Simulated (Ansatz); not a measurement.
# HfO2 under a change: pressure 15 GPa

Start from HfO2 in the fluorite structure (space group Fm-3m, No. 225; a = 5.058 Å).

Perturbation: cell and atoms relaxed at a pressure of 15 GPa.

The values are results of plane-wave PAW DFT at the r2SCAN level (Ansatz, a first-principles code, 500 eV), no spin-orbit coupling, not measurements. Γ-centred 11×11×11 mesh, Fermi–Dirac width 0.05 eV.

| quantity | base | changed | shift |
|---|---|---|---|
| shortest interatomic distance | 4.139 bohr | 4.071 bohr | -0.068 bohr |
| band gap | 4.30 eV | 4.43 eV | +0.13 eV |
| gap character | direct at X | direct at X | – |
| mean gap deformation potential ΔEg/Δln V | – | -2.6 eV | – |
| width of the top valence band | 1.90 eV | 1.96 eV | +0.06 eV |
| electron mass | 1.1 mₑ along k, 0.76 mₑ across (at X) | 1.1 mₑ along k, 0.74 mₑ across (at X) | – |
| hole mass | 0.28 mₑ along k, 2.9 mₑ across (at X) | 0.28 mₑ along k, 2.8 mₑ across (at X) | – |

Final structure:

```yaml
crystal:
  lattice:
    - [0.00000, 2.48746, 2.48746]
    - [2.48746, 0.00000, 2.48746]
    - [2.48746, 2.48746, 0.00000]
  atoms:
    - { symbol: Hf, position: [0.00000, 0.00000, 0.00000] }
    - { symbol: O, position: [0.25000, 0.25000, 0.25000] }
    - { symbol: O, position: [0.75000, 0.75000, 0.75000] }
```

Spin-orbit coupling, missing from the scalar runs, can matter with Hf. Load acts through the strain it causes; cell and atoms are relaxed under it. Effective masses come from finite differences of ±0.01 Å⁻¹. Along k means along the line from Γ to the band edge. Whether these cells are dynamically stable was not tested. Competing high-pressure phases were not computed. This is not the structure that HfO2 has at room temperature and ambient pressure.
